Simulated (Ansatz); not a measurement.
Ansatz (a program for electronic structure) run on Mo4Ir (R-3m, 5 atoms in the cell): self-consistent single point.

Computed with PBEsol, PAW files made with PBE (plane waves; Ansatz).

The change in words: lattice scaled by 0.98. Reference geometry:
```
CELL_PARAMETERS angstrom
      1.38790     0.80130    11.82670
     -1.38790     0.80130    11.82670
      0.00000    -1.60260    11.82670
ATOMIC_POSITIONS crystal
  Mo 0.60271 0.60271 0.60271
  Mo 0.39729 0.39729 0.39729
  Mo 0.20070 0.20070 0.20070
  Mo 0.79930 0.79930 0.79930
  Ir 0.00000 0.00000 0.00000
```

Reference input (self-consistent single point, DFT, PBEsol, plane waves, PAW files made with PBE): basis.ecutwfc = 420 eV; kpoints.mp_grid.grid = 7 7 7; hamiltonian.xc = pbesol; hamiltonian.pseudopotentials = {kind: paw} (the program's default PAW files); scf.occupations.method = fermi_dirac; scf.occupations.width = 0.1 eV. This run's input differs from it in these lines:

```diff
@@ -2,5 +2,5 @@
   lattice:
-    - [1.387895, 0.801302, 11.826700]
-    - [-1.387895, 0.801302, 11.826700]
-    - [0.000000, -1.602603, 11.826700]
+    - [1.360137, 0.785276, 11.590166]
+    - [-1.360137, 0.785276, 11.590166]
+    - [0.000000, -1.570551, 11.590166]
   atoms:
```

Output, abridged:

```
SCF iter   1: F=—  HF=-31392.495950 eV  |F-HF|=—  |Δ(HF+E_count)|=         —  Δρ=1.03e-1  dr2=2.06e1  ethr=3.10e-3  ⟨swp⟩=4.9  Hψ=5972  notcnv=0
all-band conjugate gradients solve this SCF's bands
preconditioner: auto → Kerker (q_TF=auto, 2.720 Å⁻¹)
SCF iter   2: F=—  HF=-31390.301209 eV  |F-HF|=—  |Δ(HF+E_count)|=    2.19e0  Δρ=5.71e-2  dr2=6.87e0  ethr=3.10e-3  ⟨swp⟩=2.9  Hψ=3860  notcnv=0  defer=5
   [... lines left out ...]
SCF iter   6: F=—  HF=-31389.427722 eV  |F-HF|=—  |Δ(HF+E_count)|=   3.82e-4  Δρ=1.45e-4  dr2=8.79e-5  ethr=1.48e-5  ⟨swp⟩=1.0  Hψ=1952  notcnv=0
SCF iter   7: F=—  HF=-31389.427713 eV  |F-HF|=—  |Δ(HF+E_count)|=   8.69e-6  Δρ=2.98e-5  dr2=7.34e-7  ethr=1.20e-7  ⟨swp⟩=2.0  Hψ=2396  notcnv=0
SCF iter   8: F=—  HF=-31389.427713 eV  |F-HF|=—  |Δ(HF+E_count)|=   5.61e-8  Δρ=8.41e-6  dr2=2.39e-7  ethr=1.37e-10  ⟨swp⟩=6.6  Hψ=7508  notcnv=0
SCF iter   9: F=-31389.427713 eV  HF=-31389.427713 eV  |F-HF|=1.97e-8  |Δ(HF+E_count)|=   9.26e-9  Δρ=2.10e-6  dr2=2.05e-8  ethr=1.37e-10  ⟨swp⟩=3.0  Hψ=5354  notcnv=0
SCF 1 converged in 9 iterations: F = -31389.427713 eV  dr2 = 2.05e-8
Free energy (F): -31389.427713 eV
Internal energy: -31389.224700 eV  (E = F + TS)
E sigma→0 (E₀):  -31389.326206 eV
Entropy (-TS):   -0.203014 eV (-40.603 meV/atom)
Fermi energy:    22.342413 eV
--- Forces (eV/Å), atoms counted from 1 ---
  atom   1  Mo     0.00000000    -0.00000000    -0.27437976
  atom   2  Mo    -0.00000000     0.00000000     0.27437976
  atom   3  Mo     0.00000000     0.00000000     0.08600937
  atom   4  Mo    -0.00000000    -0.00000000    -0.08600937
  atom   5  Ir    -0.00000000     0.00000000    -0.00000000
--- Stress (GPa, compression-positive) ---
        6.858650       0.000000      -0.000000
        0.000000       6.858650       0.000000
       -0.000000       0.000000       8.746983
  P = ⅓ Tr σ = 7.4881 GPa (74.881 kbar)
  The stress holds the Pulay correction. Without it, at fixed plane waves, as pw.x and ABINIT print it: P = 7.4565 GPa
```

The run converged in 9 iterations. Against the reference run the free energy goes down by 7.9 meV/atom, the pressure goes from -9.34 to 7.49 GPa and the largest force goes from 0.089 to 0.274 eV/Å.

The starting cell comes from a database of computed structures (which also holds hypothetical and non-ambient phases and stackings), without a prior relaxation at this level. For this run, on top of that: lattice scaled by 0.98. Spin polarisation is off. With a pressure of about 7 GPa the cell is away from its equilibrium volume at this level. Ansatz's pressure includes its estimate of the finite-basis (Pulay) stress.

Keys are those of Ansatz 0.2.
